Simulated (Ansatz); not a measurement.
Take Si in the diamond structure (space group Fd-3m, No. 227) as the base.

```yaml
crystal:
  lattice:
    - [0.00000, 2.72216, 2.72216]
    - [2.72216, 0.00000, 2.72216]
    - [2.72216, 2.72216, 0.00000]
  atoms:
    - { symbol: Si, position: [0.00000, 0.00000, 0.00000] }
    - { symbol: Si, position: [0.25000, 0.25000, 0.25000] }
```

Cartesian axes are those of the cell as printed.

Computed with r2SCAN (Ansatz, a first-principles code; PAW; 500 eV plane waves; no spin-orbit coupling).

One thing is altered: biaxial strain +0.83 %, plane normal [111], relaxed out of plane (Cartesian); in-plane vectors clamped, the third vector and the atoms free.

What happens to the ratio −ε⊥/ε∥?

The ratio −ε⊥/ε∥ comes out as 0.41.

Estimate the effect on the hole mass.

The hole mass amounts to 0.099 mₑ out of plane, 0.57 mₑ in plane (at Γ).

The levels and masses belong to the bands next to the band gap. Effective masses come from finite differences of ±0.01 Å⁻¹. No phonon test of stability was made.
